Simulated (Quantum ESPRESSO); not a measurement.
A user runs Quantum ESPRESSO on Ge₂W (Pnma, 12 atoms in the cell) and asks whether the run is sound. The aim is a self-consistent single point with DFT, LDA (PZ), plane waves, PSlibrary ultrasoft (LDA) pseudopotentials.

Input:

```fortran
&control
   calculation = 'scf'
   prefix = 'Ge2W'
   outdir = './work'
   pseudo_dir = './'
   tprnfor = .true.
   tstress = .true.
/
&system
   ibrav = 0
   nat = 12
   ntyp = 2
   ecutwfc = 55
   ecutrho = 385
   occupations = 'smearing'
   smearing = 'gauss'
   degauss = 0.0073499
/
&electrons
   conv_thr = 1e-10
/
ATOMIC_SPECIES
Ge    72.6300  Ge.pz-n-rrkjus_psl.1.0.0.UPF
W    183.8400  W.pz-spn-rrkjus_psl.1.0.0.UPF
ATOMIC_POSITIONS alat
Ge    0.36629000    0.13595728    0.61576222
Ge    0.63371000    0.40787184    0.72369574
Ge    0.13371000    0.40787184    1.28549120
Ge    0.86629000    0.13595728    0.05396676
Ge    0.43531000    0.13595728    1.16349336
Ge    0.56469000    0.40787184    0.17596459
Ge    0.06469000    0.40787184    0.49376439
Ge    0.93531000    0.13595728    0.84569357
W     0.75126000    0.13595728    0.44128442
W     0.24874000    0.40787184    0.89817353
W     0.74874000    0.40787184    1.11101340
W     0.25126000    0.13595728    0.22844455
K_POINTS automatic
5 9 4  0 0 0
CELL_PARAMETERS bohr
   6.37805055     0.00000000     0.00000000
   0.00000000     3.46856963     0.00000000
   0.00000000     0.00000000     8.54313056
```

The program printed (abridged):

```
     Message from routine setup:
     using ibrav=0 with symmetry is DISCOURAGED, use correct ibrav instead
     G-vector sticks info
     --------------------
     sticks:   dense  smooth     PW     G-vecs:    dense   smooth      PW
   [... lines left out ...]
         7        Ge     tau(   7) = (   0.0646900   0.4078718   0.4937644  )
         8        Ge     tau(   8) = (   0.9353100   0.1359573   0.8456936  )
         9        W      tau(   9) = (   0.7512600   0.1359573   0.4412844  )
        10        W      tau(  10) = (   0.2487400   0.4078718   0.8981735  )
        11        W      tau(  11) = (   0.7487400   0.4078718   1.1110134  )
        12        W      tau(  12) = (   0.2512600   0.1359573   0.2284445  )

     number of k points=    45  Gaussian smearing, width (Ry)=  0.0073
                       cart. coord. in units 2pi/alat
        k(    1) = (   0.0000000   0.0000000   0.0000000), wk =   0.0111111
        k(    2) = (   0.0000000   0.0000000   0.1866427), wk =   0.0222222
        k(    3) = (   0.0000000   0.0000000  -0.3732853), wk =   0.0111111
   [... 42 lines left out ...]

     Dense  grid:    24103 G-vectors     FFT dimensions: (  40,  24,  54)

     Smooth grid:    10359 G-vectors     FFT dimensions: (  32,  18,  48)

     Initial potential from superposition of free atoms

     starting charge      87.9932, renormalised to      88.0000
     Self-consistent Calculation

     iteration #  1     ecut=    55.00 Ry     beta= 0.70

     Threshold (ethr) on eigenvalues was too large:
     Diagonalizing with lowered threshold

     total energy              =    -574.20581380 Ry
     estimated scf accuracy    <       0.67630661 Ry

     iteration #  2     ecut=    55.00 Ry     beta= 0.70

     total energy              =    -573.85527412 Ry
     estimated scf accuracy    <       6.32625680 Ry

     iteration #  3     ecut=    55.00 Ry     beta= 0.70

     total energy              =    -574.21197628 Ry
     estimated scf accuracy    <       4.06937425 Ry

   [... 7 blocks of this kind left out ...]

     iteration # 11     ecut=    55.00 Ry     beta= 0.70

     total energy              =    -574.35596040 Ry
     estimated scf accuracy    <       0.00000006 Ry

     iteration # 12     ecut=    55.00 Ry     beta= 0.70
     End of self-consistent calculation

     the Fermi energy is   108.8377 ev

!    total energy              =    -574.35596040 Ry
     estimated scf accuracy    <          6.9E-11 Ry
     smearing contrib. (-TS)   =      -0.00033883 Ry
     internal energy E=F+TS    =    -574.35562158 Ry

     convergence has been achieved in  12 iterations

     Forces acting on atoms (cartesian axes, Ry/au):

     atom    1 type  1   force =    -0.51396390    0.00000000   -0.48912712
     atom    2 type  1   force =     0.51396390    0.00000000    0.48912712
     atom    3 type  1   force =     0.51396390    0.00000000   -0.48912712
     atom    4 type  1   force =    -0.51396390    0.00000000    0.48912712
   [... lines left out ...]

     Total force =     7.372791     Total SCF correction =     0.000003

          total   stress  (Ry/bohr**3)                   (kbar)     P=   208268.41
   1.38445358   0.00000000   0.00000000       203660.15        0.00        0.00
   0.00000000   1.33893448   0.00000000            0.00   196964.06        0.00
   0.00000000   0.00000000   1.52395159            0.00        0.00   224181.02

   JOB DONE.
```

### Question
Can these results be used? Check the input.

### Answer
The run is not sound. The fault is this: cell lengths typed in angstrom where bohr is read. Bohr and ångström differ by a factor of 1.89; the cell that the program reads is then far too large or far too small. To fix it, give the lengths in the unit that the key or card expects. The run converged in 12 iterations without an error; against the sound input the free energy rises by 173 eV/atom, the pressure goes from -5.58 to 20830 GPa and the largest force goes from 0.138 to 66.37 eV/Å.

The sound input it was made from differs as follows (other fixes are possible):
```diff
-CELL_PARAMETERS bohr
-   6.37805055     0.00000000     0.00000000
-   0.00000000     3.46856963     0.00000000
-   0.00000000     0.00000000     8.54313056
+CELL_PARAMETERS angstrom
+   6.37805000     0.00000000     0.00000000
+   0.00000000     3.46857000     0.00000000
+   0.00000000     0.00000000     8.54313000
```

With that input, the run converged in 13 iterations: free energy E − TS -9892.8879 eV; Fermi level (on the code's own zero) 13.76 eV; pressure -5.58 GPa; largest force (vector length) 0.138 eV/Å (DFT, LDA (PZ), plane waves, PSlibrary ultrasoft (LDA) pseudopotentials).

On the sound input: the starting cell comes from a database of computed structures (which also holds hypothetical and non-ambient phases and stackings), without a prior relaxation at this level. Spin polarisation is off. With a pressure of about -6 GPa the cell is away from its equilibrium volume at this level.
